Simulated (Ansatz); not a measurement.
## ScAl3: response to strain

Take ScAl3 in the Cu3Au type structure (space group Pm-3m, No. 221; a = 4.0725 Å; relaxed with 0.1 eV smearing) as the base. Axes: x, y, z lie along the cube axes.

Strains are applied to the cell and any free atomic positions relax; under biaxial strain the out-of-plane vector relaxes too.

All numbers come from PBEsol (Ansatz, a first-principles code, PAW, without spin-orbit coupling), earlier PAW set.

Notes on the quantities. energy relative to the base: free energy F; pressure: mean of the normal stresses, compression positive.

| change | energy relative to the base | volume per atom | pressure | space group |
|---|---|---|---|---|
| base | 0 meV/atom | 16.89 Å³ | 0.0 GPa | Pm-3m (No. 221) |
| biaxial strain −4.14 %, plane normal [001], relaxed out of plane | +43 meV/atom | 15.81 Å³ | 7.2 GPa | P4/mmm (No. 123) |
| biaxial strain +0.56 %, plane normal [001], relaxed out of plane | +0.7 meV/atom | 17.03 Å³ | -0.8 GPa | P4/mmm (No. 123) |
| biaxial strain +2.23 %, plane normal [001], relaxed out of plane | +10 meV/atom | 17.47 Å³ | -2.8 GPa | P4/mmm (No. 123) |
| biaxial strain +2.84 %, plane normal [001], relaxed out of plane | +17 meV/atom | 17.62 Å³ | -3.5 GPa | P4/mmm (No. 123) |
| biaxial strain +1.00 %, plane normal [110], relaxed out of plane | +2.2 meV/atom | 17.16 Å³ | -1.4 GPa | Cmmm (No. 65) |
| biaxial strain +1.43 %, plane normal [110], relaxed out of plane | ? | ? | ? | Cmmm (No. 65) |
| isotropic strain +2.95 % | +34 meV/atom | 18.42 Å³ | -6.7 GPa | Pm-3m (No. 221) |
| uniaxial strain ε_zz = −1.82 % | +3.4 meV/atom | 16.58 Å³ | 1.8 GPa | P4/mmm (No. 123) |
| tensor shear ε_xz = −3.61 % | +21 meV/atom | 16.86 Å³ | 0.7 GPa | Cmmm (No. 65) |

What belongs in the blanks?


- biaxial strain +1.43 %, plane normal [110], relaxed out of plane, energy relative to the base: +4.5 meV/atom
- biaxial strain +1.43 %, plane normal [110], relaxed out of plane, volume per atom: 17.27 Å³
- biaxial strain +1.43 %, plane normal [110], relaxed out of plane, pressure: -1.9 GPa

Whether these cells are dynamically stable was not tested. All final runs are without spin polarisation.
